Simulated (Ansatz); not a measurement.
By hand: formation energy of the neutral Mg_i + 2 V_Si in Si (diamond, Fd-3m)

Consider the formation energy of the neutral Mg_i + 2 V_Si in Si (diamond, Fd-3m). Reaction: Mg (hcp) + 62 Si (diamond) → cell A.

A: a supercell of 64 sites of Si (diamond, Fd-3m) with two empty Si sites amid 4 Si; Mg off the lattice sites (6 Si at 2.87 Å); the closest two of these centres are 1.2 Å apart, the farthest 2.4 Å; spin state with PBE: run without spin.

Setting: static, neutral cells in Ansatz (PAW) whose structures rest at the PBE level. Ansatz (a first-principles code) runs with its default PAW set. Larger cells are relaxed from a start prepared with the learned potential CHGNet till forces fall under 0.03 eV/Å, which some starts already meet. A dispersion term (D3(BJ), or D4 for r2SCAN) was computed beside these levels and is taken off wherever the name lacks it. Space groups of crystals are read within 0.01 Å. The cell is small for its defects, so this is an ordered compound on the host's lattice rather than an isolated defect.

Total energies of the cells in eV, at zero smearing width. They compare only within one column; the weights balance every element.

| cell | atoms | weight | PBE |
|---|---|---|---|
| A: Si:Mg_i + 2 V_Si | 63 | +1 | -41340.47459 |
| Mg (hcp) | 2 | −1/2 | -3847.60604 |
| Si (diamond) | 64 | −31/32 | -40691.69042 |

PBE: (-41340.47459) − 1/2 × (-3847.60604) − 31/32 × (-40691.69042) = 3.404 eV.
